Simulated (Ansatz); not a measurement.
Take BeS in the zinc blende structure (space group F-43m, No. 216; a = 4.838 Å) as the base.

Calculations: DFT with PBEsol, PAW potentials and a 420 eV plane-wave cutoff in Ansatz (an electronic-structure program), no spin-orbit coupling.

One change was made to it. Results:

| quantity | base | after |
|---|---|---|
| lattice parameter a | 4.838 Å | 4.915 Å |
| band gap | 2.91 eV | zero |

Task: Which change produced these results?
A) S → P
B) S → Te
C) Be → Ca

Result: A, S → P. For comparison, the band gap in the other runs: S → Te gives 1.84 eV; Be → Ca gives 3.59 eV.

With Te present, leaving out spin-orbit coupling can change the band edges. Whether these cells are dynamically stable was not tested. As relaxed here, BeP and CaS are hypothetical phases, not in the database extracts checked. All final runs are without spin polarisation. An odd electron count without spin: BeP.
